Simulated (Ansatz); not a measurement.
Results of PBEsol+SOC (Ansatz, a quantum-chemistry and plane-wave program, PAW) for InGaN2 (P3m1, No. 156, 4 atoms in the cell; start mp-1223660).

Run with plane-wave cutoff 520 eV, 12×12×6 k mesh (along the axes of the cell as run), Fermi–Dirac smearing 0.01 eV, PAW data made under PBE.

Cell (relaxed with PBEsol):

```cif
data_GaInN2
_chemical_formula_sum 'In1 Ga1 N2'
_space_group_name_H-M_alt 'P3m1'
_space_group_IT_number 156
_space_group_name_Hall 'P 3 -2"'
_cell_length_a 3.35341
_cell_length_b 3.35341
_cell_length_c 5.49983
_cell_angle_alpha 90.000
_cell_angle_beta 90.000
_cell_angle_gamma 120.000
loop_
_atom_site_label
_atom_site_type_symbol
_atom_site_symmetry_multiplicity
_atom_site_Wyckoff_symbol
_atom_site_fract_x
_atom_site_fract_y
_atom_site_fract_z
_atom_site_occupancy
In1 In 1 a 0.00000 0.00000 0.99711 1
Ga1 Ga 1 c 0.66667 0.33333 0.49592 1
N1 N 1 c 0.66667 0.33333 0.14601 1
N2 N 1 a 0.00000 0.00000 0.60256 1
```

Problem. What does this level give for the band gap?

Solution. 
- band gap: 0.31 eV (direct)

The computed numbers hold no vibrational or temperature effects.

A start named mp-… is a Materials Project structure, which need not be a measured phase.
